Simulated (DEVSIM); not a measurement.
Structure: Schottky contact on p-type GaAs, at 300 K.

```
layer (left to right)  material  thickness (μm)  Na (cm⁻³)  τn (s)  τp (s)
---------------------  --------  --------------  ---------  ------  ------
1                          GaAs            17.0     9.1e16  6.7e-9  6.7e-9
```

Left contact: Schottky, work function 4.944 eV, emission velocity 9e6 cm/s. Right contact: ohmic. Voltage is applied to the left contact. Recombination: SRH at mid-gap, Auger. Mobility is μmin + (μ − μmin)/(1 + (N/Nref)^α).

The device is made up for the run: typed textbook-type constants, with dimensions and the other settings drawn at random. Values at 300 K.

```
parameter        GaAs
-------------  ------
gap (eV)        1.424
affinity (eV)    4.07
permittivity     12.9
Nc (cm⁻³)      4.7e17
Nv (cm⁻³)        9e18
μn (cm²/Vs)      8500
μp (cm²/Vs)       400
μn,min            500
μp,min             20
Nref,n           6e16
Nref,p         1.5e17
αn               0.39
αp               0.38
Cn (cm⁶/s)      1e-30
Cp (cm⁶/s)      1e-30
```

Simulated with DEVSIM: 1D drift-diffusion, Boltzmann statistics, complete ionisation; no tunnelling, impact ionisation, image-force lowering or self-heating. Metal contacts follow the ideal Schottky-Mott rule: no Fermi-level pinning, no interface dipoles.

Base results: potential step across the device at zero bias (V) 0.431; largest field in the device at zero bias (V/cm) 100000; dark forward voltage at 100 A/cm² (V) 0.313.

Q: What follows from this one change: metal work function 4.944 → 5.044 eV?

A: potential step across the device at zero bias 0.431 → 0.331 V; largest field in the device at zero bias 100000 → 88000 V/cm; dark forward voltage at 100 A/cm² 0.313 → 0.213 V.

Q: What follows from this one change: thickness of layer 1 17 → 5.9 μm?

A: potential step across the device at zero bias little changed (0.431 V); largest field in the device at zero bias little changed (100000 V/cm); dark forward voltage at 100 A/cm² 0.313 → 0.280 V.

Q: What follows from this one change: doping Na of layer 1 9.1e+16 → 9.1e+17 cm^-3?

A: potential step across the device at zero bias 0.431 → 0.491 V; largest field in the device at zero bias 100000 → 340000 V/cm; dark forward voltage at 100 A/cm² 0.313 → 0.262 V.

Q: What follows from this one change: constant mobility in place of the doping-dependent one?

A: potential step across the device at zero bias little changed (0.431 V); largest field in the device at zero bias little changed (100000 V/cm); dark forward voltage at 100 A/cm² 0.313 → 0.286 V.
